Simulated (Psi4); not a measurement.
Psi4 1.11, unrestricted HF/def2-svpd: [CH2]C(N)=O, charge 0, multiplicity 2, 8 atoms. The geometry is a generated start, not checked to be a minimum at this level.

- task = energy
- method = scf
- basis = def2-svpd
- memory = 3 GB
- maxiter = 100
- keys of the molecule block = symmetry c1
- scf_type = df (default)
- e_convergence = 1e-06 (default)
- d_convergence = 1e-06 (default)
- basis functions = 115

```xyz
8

C      1.1061    -0.3496     0.3337
C      0.0537     0.5303    -0.0667
N     -1.1276    -0.0824    -0.4180
O      0.1762     1.7484    -0.1367
H      2.0566     0.0704     0.6028
H      0.9672    -1.4143     0.3912
H     -1.9156     0.5249    -0.5745
H     -1.3166    -1.0277    -0.1318
```

Charge 0 and multiplicity 2 are set for this test and not shown to be the ground state.

With the defaults (guess = auto, which took SAD, damping_percentage = 0, scf_initial_accelerator = adiis, diis_max_vecs = 10, level_shift = 0, level_shift_cutoff = 0.01) it converges in 13 SCF iterations. One run each on 2 threads, with these changes:
- diis_max_vecs = 3
- guess = modhuckel
- level_shift = 0.5, level_shift_cutoff = 0.001
- scf_initial_accelerator = ediis
- diis_max_vecs = 20
- damping_percentage = 20
- diis_max_vecs = 6
- damping_percentage = 60
- guess = core

Task: Name the settings that don't reach the solution of the defaults.

Result: No convergence: damping_percentage = 20; damping_percentage = 60 (the run ends without SCF convergence in 100 iterations). Another solution: guess = core (2100 meV higher, <S²> 0.76 against 0.80). The rest reach the solution of the defaults.

```csv
setting,SCF iterations,end
the defaults,13,same solution
scf_initial_accelerator = ediis,13,same solution
diis_max_vecs = 20,13,same solution
guess = modhuckel,14,same solution
"level_shift = 0.5, level_shift_cutoff = 0.001",14,same solution
diis_max_vecs = 6,15,same solution
diis_max_vecs = 3,20,same solution
guess = core,38,"other solution, 2100 meV higher, <S²> 0.76 against 0.80"
damping_percentage = 20,100,no convergence
damping_percentage = 60,100,no convergence
```
